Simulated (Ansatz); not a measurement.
How far to go with the plane-wave cutoff: SrIn₂ (P3m1, 6 atoms in the cell)

```xyz
6
Lattice="5.0697 0.0000 0.0000 -2.5348 4.3905 0.0000 0.0000 0.0000 8.1559" Properties=species:S:1:pos:R:3 pbc="T T T"
Sr     0.0000     0.0000     6.1669
Sr     0.0000     0.0000     2.0390
In     0.0000     2.9270     7.7766
In     2.5348     1.4635     0.3793
In     2.5348     1.4635     3.6986
In     0.0000     2.9270     4.4573
```

Level of theory: LDA (PW92), PAW files made with PBE (plane waves; Ansatz, a first-principles code).

Base settings: basis.ecutwfc = 420 eV; kpoints.mp_grid.grid = 5 5 2; hamiltonian.xc = lda; hamiltonian.pseudopotentials = {kind: paw} (the program's default PAW files); scf.occupations.method = gaussian; scf.occupations.width = 0.1 eV.

The second cell is the first with its lattice scaled by 0.98.

The mesh stays at the base's, so the ladder's end is converged at best in this setting alone.

The first pressure column holds Ansatz's estimate of the finite-basis (Pulay) stress, which hides part of the cutoff error; the other is without it.

Only quantities that move along the ladder and can be compared are tabulated.

The count of work is k-points × plane waves × bands × iterations; it is no time. 

The starting cell comes from a database of computed structures (which also holds hypothetical and non-ambient phases and stackings), without a prior relaxation at this level. Its lattice was rescaled by up to half a per cent. One atom was moved a little off its site on purpose. In the base run, with a pressure of about -4 GPa the cell is away from its equilibrium volume at this level. Without a gap this mesh is coarse (it stands for a supercell whose shortest vector is 16 Å).

Steps (basis.ecutwfc): 145 eV; 170 eV; 190 eV; 210 eV; 230 eV; 250 eV; 295 eV; 335 eV; 380 eV; 420 eV; 460 eV; 505 eV; 565 eV; 630 eV; 735 eV; 840 eV; 1010 eV.

### Question
What is the coarsest basis.ecutwfc that holds the pressure within 0.5 GPa of the last step, with all finer ones?

### Answer
250 eV, at 0.13 of the last step's count of work; the step before is off by 0.74 GPa.

### Question
What is the coarsest basis.ecutwfc that holds the free energy within 5 meV/atom of the last step, with all finer ones?

### Answer
335 eV, at 0.19 of the last step's count of work; the step before is off by 36 meV/atom.

### Question
What is the coarsest basis.ecutwfc that holds the pressure without the Pulay estimate within 1 GPa of the last step, with all finer ones?

### Answer
335 eV, at 0.19 of the last step's count of work; the step before is off by 2.2 GPa.

```tsv
basis.ecutwfc	free energy less the last step's (meV/atom)	energy of the compressed cell less the first (meV/atom)	pressure (GPa)	pressure without the Pulay estimate (GPa)	largest difference of a force vector from the last step's (eV/Å)	count of work / last
145 eV	29931.33	70.52	-5.37	-573.79	0.411	0.060
170 eV	11619.97	7.72	-5.87	-272.83	0.388	0.071
190 eV	5222.74	64.51	-3.68	-143.08	0.196	0.093
210 eV	2338.25	-6.05	-2.75	-75.20	0.089	0.11
230 eV	985.93	-28.98	-2.82	-38.54	0.059	0.11
250 eV	391.23	-23.79	-3.38	-19.82	0.032	0.13
295 eV	35.65	-28.44	-3.52	-5.75	0.005	0.16
335 eV	2.77	-29.03	-3.56	-3.75	0.000	0.19
380 eV	0.98	-29.13	-3.56	-3.57	0.000	0.23
420 eV	0.75	-29.13	-3.56	-3.57	0.000	0.27
460 eV	0.55	-29.14	-3.56	-3.57	0.000	0.31
505 eV	0.49	-29.14	-3.56	-3.57	0.000	0.36
565 eV	0.33	-29.15	-3.56	-3.57	0.000	0.42
630 eV	0.12	-29.15	-3.56	-3.57	0.000	0.50
735 eV	0.03	-29.15	-3.56	-3.56	0.000	0.63
840 eV	0.02	-29.15	-3.56	-3.56	0.000	0.76
1010 eV	0.00	-29.15	-3.56	-3.56	0.000	1.0
```

The energy difference between the two cells stays within 1 meV/atom of the last step's from 295 eV on, the total only from 380 eV on: much of the error is common to both cells and cancels.

At the lowest cutoff the pressure without the Pulay estimate lies 570 GPa under the last step's, the usual sign of Pulay stress in an incomplete plane-wave basis.

Keys are those of Ansatz 0.2.
